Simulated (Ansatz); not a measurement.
# A computed series for Te: pressure series

Consider Te (space group P3_121, No. 152; a = 4.521 Å, c = 5.954 Å; made of chains).

Cell and atoms are relaxed at each pressure.

Level of theory: plane-wave PAW DFT at the PBE level (Ansatz, a program for electronic structure, 420 eV), no SOC.

Candidates:
(a) pressure 2.1 GPa
(b) pressure 4.5 GPa
(c) pressure 9 GPa

For the base:

```
Item       Value
---------  -----
c/a ratio  1.317
```

Order them by c/a ratio, highest first.

(c) pressure 9 GPa (1.488), (b) pressure 4.5 GPa (1.418), (a) pressure 2.1 GPa (1.378)

A case with no gap was solved on a k-mesh chosen for an insulator, which is coarse for it. Load acts through the strain it causes; cell and atoms are relaxed under it. Stability against distortions was not tested. No other phases were tried under pressure. No dispersion term is included, though the crystal is made of layers, chains or molecules, so its spacings can come out too wide.
